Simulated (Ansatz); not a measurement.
**A computed series for SrTiO3: response to strain**

The reference is SrTiO$_{3}$ in the cubic perovskite structure (space group Pm-3m, No. 221).

```
CELL_PARAMETERS angstrom
      3.85418     0.00000     0.00000
      0.00000     3.85418     0.00000
      0.00000     0.00000     3.85418
ATOMIC_POSITIONS crystal
  Sr 0.00000 0.00000 0.00000
  Ti 0.50000 0.50000 0.50000
  O  0.50000 0.00000 0.50000
  O  0.00000 0.50000 0.50000
  O  0.50000 0.50000 0.00000
```

Strains are applied to the cell and any free atomic positions relax.

Level of theory: LDA, PAW, 420 eV (Ansatz, a quantum-chemistry and plane-wave program; without spin-orbit coupling).

Notes on the quantities. energy relative to the base: free energy F.

```tsv
isotropic strain (%)	energy relative to the base (meV/atom)
-3	64.7
-2.4	40.5
-1.8	?
-1.2	9.7
-0.6	2.3
0	0.0
```

### Question
Fit ΔE = Aε² + Bε³ (ε in %) to the rows shown and predict the withheld row.

### Answer
Least squares on the printed values gives A = 6.40 and B = -0.26 meV/atom (largest residual 0.1 meV/atom); this predicts 22.3 meV/atom, and the run gives 22.4 meV/atom, in agreement.

No phonon test of stability was made. All final runs are without spin polarisation. Many cubic perovskites are stable only at high temperature; tilts and polar distortions were not tested.
